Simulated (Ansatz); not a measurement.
## PbF₂ in the fluorite structure (space group Fm-3m, No. 225)

```xyz
3
Lattice="0.0000 3.0004 3.0004 3.0004 0.0000 3.0004 3.0004 3.0004 0.0000" Properties=species:S:1:pos:R:3 pbc="T T T"
Pb     0.0000     0.0000     0.0000
F      1.5002     1.5002     1.5002
F      4.5006     4.5006     4.5006
```

Computed with Ansatz (a program for electronic structure) PBE, no SOC. Settings: 10×10×10 k-points, 0.05 eV Fermi–Dirac smearing.

```json
{
  "volume_per_atom": "18.01 Å³",
  "density": "7.54 g/cm³",
  "band_gap": "4.42 eV, indirect, W → X",
  "electron_mass": "2.5 mₑ along k, 0.51 mₑ across",
  "Lowest conduction-band minima above the VBM": "X along ⟨100⟩ 4.42 eV; L along ⟨111⟩ 5.03 eV; a point along ⟨110⟩, about 0.6 Å⁻¹ from Γ 5.40 eV",
  "total_energy": "-4508.237 eV/atom (σ→0; compares only within this code and set-up)"
}
```

With Pb present, leaving out spin-orbit coupling can change the band edges. Masses are band curvatures over ±0.01 Å⁻¹ around the edge. Along k means along the line from Γ to the band edge. Stability against distortions was not tested.
